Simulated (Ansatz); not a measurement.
## BN: response to strain

The parent structure is BN in the zinc blende structure (space group F-43m, No. 216).

```
CELL_PARAMETERS angstrom
      0.00000     1.80486     1.80486
      1.80486     0.00000     1.80486
      1.80486     1.80486     0.00000
ATOMIC_POSITIONS crystal
  B  0.00000 0.00000 0.00000
  N  0.25000 0.25000 0.25000
```

Cartesian axes are those of the cell as printed.

Strains are applied to the cell and any free atomic positions relax.

The values are results of plane-wave PAW DFT at the r2SCAN level (Ansatz, a quantum-chemistry and plane-wave program, 500 eV), spin-orbit coupling left out, not measurements.

Notes on the quantities. energy relative to the base: free energy F.

```json
[
 {"uniaxial strain ε_zz (%)": "-3", "energy relative to the base (meV/atom)": "13.9"},
 {"uniaxial strain ε_zz (%)": "-2.5", "energy relative to the base (meV/atom)": "9.6"},
 {"uniaxial strain ε_zz (%)": "-2", "energy relative to the base (meV/atom)": "6.1"},
 {"uniaxial strain ε_zz (%)": "-1.5", "energy relative to the base (meV/atom)": "?"},
 {"uniaxial strain ε_zz (%)": "-1", "energy relative to the base (meV/atom)": "1.5"},
 {"uniaxial strain ε_zz (%)": "-0.5", "energy relative to the base (meV/atom)": "0.4"},
 {"uniaxial strain ε_zz (%)": "0", "energy relative to the base (meV/atom)": "0.0"}
]
```

Fit ΔE = Aε² + Bε³ (ε in %) to the rows shown and predict the withheld row.

Least squares on the printed values gives A = 1.49 and B = -0.019 meV/atom (largest residual 0.0 meV/atom); this predicts 3.4 meV/atom, and the run gives 3.4 meV/atom, in agreement.

Stability against distortions was not tested.
